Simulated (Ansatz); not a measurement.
SnI₂ (within 0.1 Å of C2/m, No. 12; cell taken from a computed entry), treated with G0W0@PBEsol+SOC in Ansatz (plane waves, hard PAW, contour deformation, complete-basis limit, spin–orbit shift from PBEsol).

Numerical settings: largest k mesh 4×2×2 (not extrapolated in the mesh).

Cell (fixed, not relaxed at this level and not confirmed as the measured one):

```yaml
crystal:
  lattice:
    - [4.49108, 0.00000, 0.00000]
    - [-2.24332, 7.27607, 0.00000]
    - [-0.03216, -0.35363, 11.09615]
  atoms:
    - { symbol: Sn, position: [0.00000, 0.00000, 0.00000] }
    - { symbol: Sn, position: [0.26727, 0.53745, 0.31166] }
    - { symbol: Sn, position: [0.73273, 0.46255, 0.68834] }
    - { symbol: I, position: [0.08283, 0.16546, 0.73406] }
    - { symbol: I, position: [0.91717, 0.83454, 0.26594] }
    - { symbol: I, position: [0.35740, 0.71721, 0.55959] }
    - { symbol: I, position: [0.64260, 0.28279, 0.44041] }
    - { symbol: I, position: [0.35557, 0.71345, 0.92125] }
    - { symbol: I, position: [0.64443, 0.28655, 0.07875] }
```

Task: Give the computed band gap.

Result: 
- band gap = 2.28 eV

Note: filled d or f shells below the valence bands can shift G0W0 gaps through exchange with them, which wasn't tested here; spin–orbit coupling enters as the shift of the gap found with a semilocal functional.

Ansatz is a program for electronic structure.
